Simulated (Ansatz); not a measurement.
Base system: Nb in the bcc (W type) structure (space group Im-3m, No. 229; a = 3.2713 Å). Axes: x, y, z lie along the cube axes.

Level of theory: PBEsol/PAW in Ansatz (a quantum-chemistry and plane-wave program), no spin-orbit coupling.

Strains are applied to the cell and any free atomic positions relax.

One change was made to it. Results:

The pressure (mean of the normal stresses, compression positive) goes from zero to 0.2 GPa; the energy grows by 1.7 meV/atom.

Task: Which change produced these results?
A. tensor shear ε_xy = −2.03 %
B. uniaxial strain ε_yy = −1.13 %
C. uniaxial strain ε_zz = +2.39 %

Result: A, tensor shear ε_xy = −2.03 %. For comparison, the pressure in the other runs: uniaxial strain ε_zz = +2.39 % gives -4.1 GPa; uniaxial strain ε_yy = −1.13 % gives 2.1 GPa.

Without a gap, meshes like the base's 20×20×20 leave anisotropic stresses uncertain by several tenths of a GPa, and small strain energies with them. Whether these cells are dynamically stable was not tested. All final runs are without spin polarisation.
